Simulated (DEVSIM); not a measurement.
Device: Schottky contact on n-type Si, at 300 K.

| layer (left to right) | material | thickness (μm) | Nd (cm⁻³) | τn (s) | τp (s) |
|---|---|---|---|---|---|
| 1 | Si | 11.0 | 3.2e15 | 3.4e-6 | 3.4e-6 |

Left contact: Schottky, work function 4.51 eV, emission velocity 5.6e6 cm/s. Right contact: ohmic. Voltage is applied to the left contact. Recombination: SRH at mid-gap. Gap narrowing is on: ΔEg = 6.92 meV × (l + √(l² + 0.5)), l = ln(N/1.3e17 cm⁻³), shared equally by both band edges. Mobility is μmin + (μ − μmin)/(1 + (N/Nref)^α).

This is a model device: material constants are rounded textbook-type values typed into the input, and sizes, dopings and lifetimes were drawn at random. Values at 300 K.

```
parameter           Si
-------------  -------
gap (eV)         1.124
affinity (eV)     4.05
permittivity      11.7
Nc (cm⁻³)      2.86e19
Nv (cm⁻³)       3.1e19
μn (cm²/Vs)       1417
μp (cm²/Vs)        470
μn,min              52
μp,min              45
Nref,n          9.7e16
Nref,p          2.2e17
αn                0.68
αp                0.72
```

DEVSIM, 1D drift-diffusion, Boltzmann statistics, complete ionisation; no tunnelling, impact ionisation, image-force lowering or self-heating. Metal contacts follow the ideal Schottky-Mott rule: no Fermi-level pinning, no interface dipoles.

**Question.** Tabulate band edges, carrier densities and field at 1.15 V on the left contact.

**Answer.** Energies count from the Fermi level of the right contact; mesh points crowd at the junctions.

```json
[
 {"x (μm)": "0.000", "Ec (eV)": "-0.690", "Ev (eV)": "-1.814", "n (cm⁻³)": "6.4e14", "p (cm⁻³)": "2.1e8", "field (V/cm)": "-2700"},
 {"x (μm)": "0.01515", "Ec (eV)": "-0.694", "Ev (eV)": "-1.817", "n (cm⁻³)": "9.1e14", "p (cm⁻³)": "1.8e8", "field (V/cm)": "-2200"},
 {"x (μm)": "0.03729", "Ec (eV)": "-0.698", "Ev (eV)": "-1.821", "n (cm⁻³)": "1.3e15", "p (cm⁻³)": "1.5e8", "field (V/cm)": "-1400"},
 {"x (μm)": "0.07587", "Ec (eV)": "-0.702", "Ev (eV)": "-1.825", "n (cm⁻³)": "2.0e15", "p (cm⁻³)": "1.2e8", "field (V/cm)": "-530"},
 {"x (μm)": "0.1598", "Ec (eV)": "-0.701", "Ev (eV)": "-1.825", "n (cm⁻³)": "2.8e15", "p (cm⁻³)": "9.5e7", "field (V/cm)": "450"},
 {"x (μm)": "0.2754", "Ec (eV)": "-0.693", "Ev (eV)": "-1.817", "n (cm⁻³)": "3.1e15", "p (cm⁻³)": "8.8e7", "field (V/cm)": "800"},
 {"x (μm)": "0.4637", "Ec (eV)": "-0.677", "Ev (eV)": "-1.801", "n (cm⁻³)": "3.2e15", "p (cm⁻³)": "8.7e7", "field (V/cm)": "860"},
 {"x (μm)": "0.8734", "Ec (eV)": "-0.642", "Ev (eV)": "-1.766", "n (cm⁻³)": "3.2e15", "p (cm⁻³)": "8.7e7", "field (V/cm)": "870"},
 {"x (μm)": "1.438", "Ec (eV)": "-0.593", "Ev (eV)": "-1.717", "n (cm⁻³)": "3.2e15", "p (cm⁻³)": "8.7e7", "field (V/cm)": "870"},
 {"x (μm)": "2.356", "Ec (eV)": "-0.514", "Ev (eV)": "-1.637", "n (cm⁻³)": "3.2e15", "p (cm⁻³)": "8.7e7", "field (V/cm)": "870"},
 {"x (μm)": "3.698", "Ec (eV)": "-0.397", "Ev (eV)": "-1.521", "n (cm⁻³)": "3.2e15", "p (cm⁻³)": "8.7e7", "field (V/cm)": "870"},
 {"x (μm)": "6.695", "Ec (eV)": "-0.138", "Ev (eV)": "-1.261", "n (cm⁻³)": "3.2e15", "p (cm⁻³)": "8.7e7", "field (V/cm)": "870"},
 {"x (μm)": "8.256", "Ec (eV)": "-0.003", "Ev (eV)": "-1.126", "n (cm⁻³)": "3.2e15", "p (cm⁻³)": "8.7e7", "field (V/cm)": "870"},
 {"x (μm)": "9.324", "Ec (eV)": "0.090", "Ev (eV)": "-1.034", "n (cm⁻³)": "3.2e15", "p (cm⁻³)": "8.7e7", "field (V/cm)": "870"},
 {"x (μm)": "10.14", "Ec (eV)": "0.160", "Ev (eV)": "-0.963", "n (cm⁻³)": "3.2e15", "p (cm⁻³)": "8.2e7", "field (V/cm)": "870"},
 {"x (μm)": "10.46", "Ec (eV)": "0.188", "Ev (eV)": "-0.935", "n (cm⁻³)": "3.2e15", "p (cm⁻³)": "7.3e7", "field (V/cm)": "870"},
 {"x (μm)": "10.68", "Ec (eV)": "0.207", "Ev (eV)": "-0.916", "n (cm⁻³)": "3.2e15", "p (cm⁻³)": "5.8e7", "field (V/cm)": "870"},
 {"x (μm)": "10.81", "Ec (eV)": "0.219", "Ev (eV)": "-0.905", "n (cm⁻³)": "3.2e15", "p (cm⁻³)": "4.1e7", "field (V/cm)": "870"},
 {"x (μm)": "10.91", "Ec (eV)": "0.227", "Ev (eV)": "-0.896", "n (cm⁻³)": "3.2e15", "p (cm⁻³)": "2.3e7", "field (V/cm)": "870"},
 {"x (μm)": "10.95", "Ec (eV)": "0.231", "Ev (eV)": "-0.892", "n (cm⁻³)": "3.2e15", "p (cm⁻³)": "1.3e7", "field (V/cm)": "870"},
 {"x (μm)": "10.98", "Ec (eV)": "0.233", "Ev (eV)": "-0.890", "n (cm⁻³)": "3.2e15", "p (cm⁻³)": "6100000", "field (V/cm)": "870"},
 {"x (μm)": "11.00", "Ec (eV)": "0.235", "Ev (eV)": "-0.888", "n (cm⁻³)": "3.2e15", "p (cm⁻³)": "37000", "field (V/cm)": "870"}
]
```
